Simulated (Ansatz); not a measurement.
Band structure of Pt₃Ti (Pm-3m, 4 atoms in the cell).

```yaml
crystal:
  lattice:
    - [3.92000, 0.00000, 0.00000]
    - [0.00000, 3.92000, 0.00000]
    - [0.00000, 0.00000, 3.92000]
  atoms:
    - { symbol: Ti, position: [0.00000, 0.00000, 0.00000] }
    - { symbol: Pt, position: [0.00000, 0.50000, 0.50000] }
    - { symbol: Pt, position: [0.50000, 0.00000, 0.50000] }
    - { symbol: Pt, position: [0.50000, 0.50000, 0.00000] }
```

Method: PBE (plane waves, PAW; Ansatz, a quantum-chemistry and plane-wave program).

Settings: basis.ecutwfc = 30.9 Ry; kpoints.mp_grid.grid = 6 6 6; hamiltonian.xc = pbe; hamiltonian.pseudopotentials = {kind: paw} (the program's default PAW files); scf.occupations.method = fermi_dirac; scf.occupations.width = 0.0073 Ry; kpoints.band_path.npoints = 8.

The starting cell has typed, rounded lattice constants, without a prior relaxation at this level. Spin-orbit coupling is off. Spin polarisation is off.

Levels in eV from the Fermi level, bands 30 to 37:
| point | 30 | 31 | 32 | 33 | 34 | 35 | 36 | 37 |
|---|---|---|---|---|---|---|---|---|
| Γ | 0.05 | 0.05 | 0.05 | 1.41 | 1.41 | 1.62 | 1.62 | 1.62 |
| X | -2.60 | -2.53 | -1.34 | -0.14 | -0.14 | 0.05 | 0.52 | 0.80 |
| M | -3.04 | -2.35 | -2.23 | -2.20 | 0.27 | 0.27 | 0.43 | 1.48 |
| R | -0.63 | -0.63 | -0.63 | -0.43 | -0.43 | -0.43 | 1.21 | 1.21 |

Bands cross the Fermi level along this path, so the cell is metallic at this level.

Keys are those of Ansatz 0.2.
